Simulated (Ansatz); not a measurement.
The cell is built on a prototype and need not be the phase stable at ambient conditions.

By r2SCAN, the system below comes out a metal.

Data:

```xyz
2
Lattice="2.6666 0.0000 0.0000 0.0000 2.9516 0.0000 0.0000 -1.4758 2.5562" Properties=species:S:1:pos:R:3 pbc="T T T"
Ga     0.0000     0.0000     0.0000
N      1.3333     0.0000     1.7041
```

Space group of this cell: P-6m2. The cell was relaxed by PBE-D3(BJ); by r2SCAN its mean pressure is -3.3 GPa.

The current flows along the normal of the first two printed cell vectors. No spin-orbit coupling; the value is a mean over 0.1 eV about the Fermi level.

Question: State the ballistic conductance per area according to r2SCAN in Ansatz (a program for electronic structure).

Answer: 0.24 × 10¹⁵ S/m² for both spins.
